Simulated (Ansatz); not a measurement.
CsCl-type RuAl, treated with PBE0-D3(BJ) in Ansatz (PAW).

Input:

Ansatz 0.2 input:
```yaml
crystal:
  lattice:
    - [2.9395613237, 0.0, 0.0]
    - [0.0, 2.9395613237, 0.0]
    - [0.0, 0.0, 2.9395613237]
  atoms:
    - { symbol: Al, position: [0.5, 0.5, 0.5] }
    - { symbol: Ru, position: [0.0, 0.0, 0.0] }
basis:
  ecutwfc: 460
  ecutrho_ratio: 4
  xc_grid: 2
kpoints:
  mp_grid: { grid: [10, 10, 10] }
hamiltonian:
  xc: pbe0
  dispersion: d3bj
  pseudopotentials: { kind: paw }
scf:
  occupations: { method: fermi_dirac, width: 0.05 }
  convergence: { dr2_threshold: 0.0000000002 }
output:
  forces: true
  stress: true
  eigenvalues: true
```

The run printed, among other lines:

```
WARN output.stress: scf.exx.energy_threshold = 1e-6 eV is looser than the 2e-8 eV advised for a stress under a hybrid functional (1e-8 eV for each atom of the …
Crystal: 2 atoms, lattice volume = 25.401 Å³
Basis set: ecut = 460 eV, 587 PW (Γ), exchange–correlation on 48×48×48 points (8 copies of the dense FFT grid, shifted against one another)
Bands: 14, of which v1, the nominal top of the filled ones, is band 10 counted from 1 (9 counted from 0)
Symmetry: 48 space group operations
Space group: Pm-3m (ITA 221), of the structure as read, at distance tolerance 2.9e-5 Å
k-points: 56 of 1000
Functional: x = pbe(κ = 0.804, μ = 0.2195149727645171), c = pbe(β = 0.06672455060314922), warm-up for x = 0.75 pbe(κ = 0.804, μ = 0.2195149727645171) + 0.25 exact, c = pbe(β = 0.06672455060314922)
SCF iter   1: F=—  HF=-6418.597414 eV  |F-HF|=—  |Δ(HF+E_count)|=         —  Δρ=4.98e-3  dr2=7.58e-3
SCF iter   2: F=—  HF=-6418.596255 eV  |F-HF|=—  |Δ(HF+E_count)|=   1.16e-3  Δρ=2.94e-3  dr2=3.00e-3
  ...
SCF 1 converged in 6 iterations: F = -6418.595611 eV  dr2 = 8.77e-11
Crystal: 2 atoms, lattice volume = 25.401 Å³
Initial density: handed on by an earlier stage of this run
Functional: x = 0.75 pbe(κ = 0.804, μ = 0.2195149727645171) + 0.25 exact, c = pbe(β = 0.06672455060314922)
SCF 2 converged in 8 iterations: F = -6420.582080 eV  dr2 = 1.99e-10
Crystal: 2 atoms, lattice volume = 25.401 Å³
SCF 3 converged in 7 iterations: F = -6420.597294 eV  dr2 = 2.45e-12
Crystal: 2 atoms, lattice volume = 25.401 Å³
SCF 4 converged in 5 iterations: F = -6420.605172 eV  dr2 = 5.96e-11
Crystal: 2 atoms, lattice volume = 25.401 Å³
SCF 5 converged in 5 iterations: F = -6420.606783 eV  dr2 = 7.86e-12
Crystal: 2 atoms, lattice volume = 25.401 Å³
SCF 6 converged in 5 iterations: F = -6420.607577 eV  dr2 = 3.24e-12
Crystal: 2 atoms, lattice volume = 25.401 Å³
Crystal: 2 atoms, lattice volume = 25.401 Å³
SCF 8 converged in 10 iterations: F = -6420.608977 eV  dr2 = 2.60e-12
Crystal: 2 atoms, lattice volume = 25.401 Å³
SCF iter   1: F=—  HF=-6420.608977 eV  |F-HF|=—  |Δ(HF+E_count)|=         —  Δρ=3.50e-7  dr2=1.85e-11
SCF iter   2: F=-6420.608977 eV  HF=-6420.608977 eV  |F-HF|=1.82e-12  |Δ(HF+E_count)|=  1.18e-11  Δρ=1.65e-7  dr2=1.90e-12
SCF 9 converged in 2 iterations: F = -6420.608977 eV  dr2 = 1.90e-12
Free energy (F): -6420.608977 eV
Internal energy: -6420.606374 eV  (E = F + TS)
E sigma→0 (E₀):  -6420.607676 eV
Fermi energy:    16.588735 eV
--- Forces (eV/Å), atoms counted from 1 ---
  atom   1  Al     0.00000000    -0.00000000    -0.00000000
  atom   2  Ru    -0.00000000     0.00000000     0.00000000
--- Stress (GPa, compression-positive) ---
        0.002109      -0.000000       0.000000
       -0.000000       0.002109       0.000000
        0.000000       0.000000       0.002109
  P = ⅓ Tr σ = 0.0021 GPa (0.021 kbar)
```

The PAW data were made under PBE.

Note: the run has no spin polarisation, so it can have missed a magnetic state. Note: the run warned that the count of filled bands differs between k points.

Ansatz is a quantum-chemistry and plane-wave program.
